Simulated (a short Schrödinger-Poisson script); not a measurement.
System: MOS inversion layer, Si3N4 on p-type Si(111), at 400 K.

```csv
layer,material,thickness (nm),Na (cm⁻³)
1,Si3N4,1.3,-
2,Si,800,2.9e17
```

Constants are typed, rounded textbook-type inputs, not results; the design itself was drawn at random and stands for no fabricated device. Si3N4: permittivity 7.5, conduction-band edge (eV) 1.95, gap (eV) 5.1, electron mass (mₑ) 0.5. Si: permittivity 11.7, conduction-band edge (eV) 0, gap (eV) 1.124, Nv at 300 K (cm⁻³) 3.1e19.

Channel valleys (confinement mass, in-plane density-of-states mass, number): Δ6 0.258, 0.358, 6. At the gate the conduction-band edge of layer 1 lies 2.48 eV − eVg above the Fermi level of the channel; the field vanishes at the back. Gaps are held at their typed values at every temperature. Mesh 0.03 nm at interfaces.

From a short Schrödinger-Poisson script (our own, NumPy): 1D Poisson equation in equilibrium, electrons classical, Boltzmann, parabolic valleys, classical holes, full ionisation, no traps, pinning or gate leakage.

The same stack at other levels of the model or other numerical settings:

```csv
run,sheet density of all electrons at Vg = 1.3 V (cm⁻²),sheet density of all electrons at Vg = 0.7 V (cm⁻²),capacitance at Vg = 1.3 V (μF/cm²),centroid of the channel electrons at Vg = 1.3 V (nm),rough cost against the base
base,1.91e13,3.34e12,4.59,0.45,about 1
"electrons treated as classical, Fermi-Dirac",1.73e13,3.21e12,4.01,0.66,8
"electrons treated as quantum, Hartree",1.16e13,1.66e12,3.02,1.90,40
mesh six times as coarse,1.83e13,3.21e12,4.36,0.55,0.6
```

The classical rows ignore confinement, and Boltzmann statistics overrate the density once the band edge passes the Fermi level.
